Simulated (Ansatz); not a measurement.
The starting structures come from a database of crystals and need not be the phases stable at ambient conditions.

The decay constant κ of evanescent states in the gap governs leakage through a thin film.

Input:

```yaml
crystal:
  lattice:
    - [7.04800, 0.00000, 0.00000]
    - [0.00000, 7.14176, 0.00000]
    - [3.52400, 0.00000, 3.51177]
  atoms:
    - { symbol: Ga, position: [0.17228, 0.50000, 0.65544] }
    - { symbol: Ga, position: [0.82772, 0.00000, 0.34456] }
    - { symbol: As, position: [0.33235, 0.25000, 0.00000] }
    - { symbol: As, position: [0.66765, 0.75000, 0.00000] }
    - { symbol: O, position: [0.22380, 0.45008, 0.96262] }
    - { symbol: O, position: [0.77620, 0.95008, 0.03738] }
    - { symbol: O, position: [0.81358, 0.54992, 0.96262] }
    - { symbol: O, position: [0.18642, 0.04992, 0.03738] }
    - { symbol: O, position: [0.66502, 0.21956, 0.61100] }
    - { symbol: O, position: [0.33498, 0.71956, 0.38900] }
    - { symbol: O, position: [0.72398, 0.78044, 0.61100] }
    - { symbol: O, position: [0.27602, 0.28044, 0.38900] }
```

Space group of this cell: C222_1. The cell is taken as given; by r2SCAN its mean pressure is -1.6 GPa.

Transport runs along the normal of the first two printed cell vectors.

The gap is the functional's own, uncorrected, and κ follows it; spin-orbit coupling is left out. Mid-gap values are interpolated between the computed energies.

Problem. Compute, with r2SCAN (Ansatz, a first-principles code), the band gap and the smallest decay constant κ at mid-gap.

Solution. Gap 4.05 eV on a 8×4×8 mesh; κ = 0.373 1/Å, at the zone centre.
